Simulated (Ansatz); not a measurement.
Data:

```
Os
1.0
    2.71897     0.00000     0.00000
   -1.35949     2.35470     0.00000
    0.00000     0.00000     4.29148
Os
2
Cartesian
  0.00000   1.56980   1.07287
  1.35949   0.78490   3.21861
```

Calculation: PBEsol, DFPT electron-phonon coupling, linearised Boltzmann equation (plane waves, PAW, scalar-relativistic; Ansatz, a quantum-chemistry and plane-wave program). Condition of this run: hydrostatic pressure 5 GPa (the target of the relaxation). Cell: relaxed with this functional, without spin-orbit coupling, then loaded as said.

Question: What phonon-limited resistivity does this give at 300 K?

Answer: 7.6 (x), 7.6 (y), 5.1 (z) μΩ·cm.

Question: How long is the mean free path there?

Answer: 9.1 nm, weighted by the current that each state carries. Wires not much wider than this gain resistivity from their walls.

A metal at this level (no band gap). Only scattering by harmonic phonons is included (no impurities, grain boundaries, electron-electron scattering or thermal expansion). Spin-orbit coupling is left out, which matters with elements this heavy. Halving the electron mesh (36x36x20) moves the resistivity by up to 1 % at 300 K, the mean free path by up to 1 %. Smearing 0.20 eV; phonons on a 6x6x3 q mesh, which this run doesn't test.
